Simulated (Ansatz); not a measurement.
An Ansatz (a program for electronic structure) run: Si with a change (uniaxial strain ε_zz = −0.50 %); r2SCAN (Ansatz), no spin-orbit coupling.

Input:

Ansatz 0.2 input:
```yaml
crystal:
  lattice:
    - [0, 2.7221562594, 2.7085454781]
    - [2.7221562594, 0, 2.7085454781]
    - [2.7221562594, 2.7221562594, 0]
  atoms:
    - { symbol: Si, position: [0, 0, 0] }
    - { symbol: Si, position: [0.25, 0.25, 0.25] }
basis: { ecutwfc: 500, ecutrho_ratio: 4, xc_grid: 4, fft_grid_basis: typed }
kpoints: { mp_grid: { grid: [10, 10, 10] } }
hamiltonian:
  xc: r2scan
  dispersion: none
  pseudopotentials: { kind: paw }
scf: { occupations: { method: fermi_dirac, width: 0.05 }, convergence: { dr2_threshold: 0.0000000002 } }
relax: { f_tol: 0.005, max_steps: 50 }
output: { forces: true, stress: true }
checkpoint: { write: state.ck, write_every: 1000 }
```

Output (explanatory and most iteration lines left out):

```
Relaxation: its limit of steps is 50 (relax.max_steps)
Pseudopotential: Si, paw, valence charge 4
Crystal: 2 atoms, lattice volume = 40.141 Å³
Basis set: ecut = 500 eV, 965 PW (Γ), exchange–correlation on 120×120×120 points (64 copies of the dense FFT grid, shifted against one another)
Bands: 8, of which v1, the nominal top of the filled ones, is band 4 counted from 1 (3 counted from 0)
Symmetry: 16 space group operations
Space group: I41/amd (ITA 141), of the structure as read, at distance tolerance 3.4e-5 Å
k-points: 102 of 1000
Functional: x = r2scan, c = r2scan; τ floored in thin density (d = 2e-4 eV/Å³)
SCF iter   1: F=—  HF=-1278.116929 eV  |F-HF|=—  |Δ(HF+E_count)|=         —  Δρ=3.13e-3  dr2=2.99e-3  dr2_τ=1.24e-2  ethr=1.77e-3  ⟨swp⟩=6.0  Hψ=7520  notcnv=0
SCF iter   2: F=—  HF=-1278.132317 eV  |F-HF|=—  |Δ(HF+E_count)|=   1.54e-2  Δρ=1.84e-3  dr2=9.13e-4  dr2_τ=4.81e-6  ethr=3.74e-5  ⟨swp⟩=2.0  Hψ=2444  notcnv=0
SCF 1 converged in 6 iterations: F = -1278.132287 eV  dr2 = 1.96e-10
relax step   1: F+E_penalty+E_count = -1278.13228713 eV  Δ(F+E_penalty+E_count) = +0.000e0 eV  max|allowed force component| = 1.388e-17 eV/Å  Δτ_max = 0.0000 Å  (6 SCF iters, accepted)
Crystal: 2 atoms, lattice volume = 40.141 Å³
SCF iter   1: F=—  HF=-1278.132287 eV  |F-HF|=—  |Δ(HF+E_count)|=         —  Δρ=9.78e-7  dr2=1.96e-10  dr2_τ=8.45e-13  ethr=2.44e-12  ⟨swp⟩=1.2  Hψ=7138  notcnv=0
SCF iter   2: F=-1278.132287 eV  HF=-1278.132287 eV  |F-HF|=3.27e-11  |Δ(HF+E_count)|=  9.21e-11  Δρ=5.26e-7  dr2=5.55e-11  dr2_τ=2.85e-13  ethr=2.44e-12  ⟨swp⟩=4.0  Hψ=2436  notcnv=0
SCF 2 converged in 2 iterations: F = -1278.132287 eV  dr2 = 5.55e-11
SCF converged after 2 iterations
Free energy (F): -1278.132287 eV
Internal energy: -1278.132283 eV  (E = F + TS)
E sigma→0 (E₀):  -1278.132285 eV
Entropy (-TS):   -0.000004 eV (-0.002 meV/atom)
Fermi energy:    6.496800 eV
--- Forces (eV/Å), atoms counted from 1 ---
  atom   1  Si    -0.00000000     0.00000000     0.00000000
  atom   2  Si     0.00000000    -0.00000000     0.00000000
--- Stress (GPa, compression-positive) ---
        0.310028       0.000000       0.000000
        0.000000       0.310028       0.000000
        0.000000      -0.000000       0.838955
  P = ⅓ Tr σ = 0.4863 GPa (4.863 kbar)
--- Relaxed structure (1 steps of the walk, 1 accepted, 0 SCFs on fresh bases) ---
  atoms:
    - { symbol: Si, position: [0.0, 0.0, 0.0] }
    - { symbol: Si, position: [0.24999999999999994, 0.24999999999999994, 0.25] }
```

No phonon test of stability was made. The cell was made from Si in the diamond structure (space group Fd-3m, No. 227) by this change: uniaxial strain ε_zz = −0.50 %.
